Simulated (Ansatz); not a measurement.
We consider MgIn₂O₄ (model structure, started from the defect chalcopyrite type, I-4, No. 82, 7 atoms in the cell), described by PBE0 (Ansatz, a program for electronic structure, PAW).

Settings: plane-wave cutoff 460 eV, 6×6×6 k mesh, Fermi–Dirac smearing 0.01 eV, scalar-relativistic PAW data made under PBE.

Cell (relaxed with PBEsol):

Space group I-4 (No. 82); a = b = 4.771 Å, c = 9.894 Å, α = β = γ = 90.00°

| atom | site | symmetry | x | y | z |
|---|---|---|---|---|---|
| In | 2b | -4.. | 0.0000 | 0.0000 | 0.5000 |
| In | 2d | -4.. | 0.5000 | 0.0000 | 0.2500 |
| Mg | 2a | -4.. | 0.0000 | 0.0000 | 0.0000 |
| O | 8g | 1 | 0.2818 | 0.2345 | 0.3891 |
(The calculation used a cell of 7 atoms; values per cell refer to that cell.)

Question: Predict the band gap.

Answer: 
- band gap: 3.73 eV (on the SCF k mesh)

Note: the relaxation could raise the start's symmetry but not lower it, so the cell can be a saddle point; cell and atoms aren't relaxed at this level (pressure -0.8 GPa).

Spin–orbit coupling is not included.

Computing time: roughly 8 core-minutes.

A model structure was made by putting elements into a prototype or built by hand; it is no filed structure, need not be a known phase, and can be a saddle point held by its symmetry.
